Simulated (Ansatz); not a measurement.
1T (CdI2-type) FeI2, treated with PBEsol (PAW; Ansatz, a first-principles code).

Run with plane-wave cutoff 520 eV, 18×18×8 k mesh (along the axes of the cell as run), Fermi–Dirac smearing 0.05 eV, spin-polarised with parallel moments, scalar-relativistic PAW data made under PBE.

The cell is scaled about its equilibrium volume:

Shape and atoms are relaxed at each volume.

```csv
V (Å³/atom),P (GPa),c (Å),a (Å)
28.942,0.61,6.650,3.883
29.545,0.26,6.745,3.895
30.148,0.00,6.845,3.906
30.751,-0.16,6.956,3.913
31.354,-0.29,7.071,3.919
```

Note: the magnetic order was assumed, not searched for or taken from measurement; the cell comes from a level without a dispersion term, which matters for the spacing of layers, chains or molecules; the volume lies 5 % below that of the published cell; the bulk modulus comes from volumes at which shape and atoms were relaxed; the cell has widely spaced layers and the level no dispersion term, so their spacing and the moduli can rest on weak binding; functionals without U or exact exchange can leave correlated insulators metallic, so the missing gap need not be real.
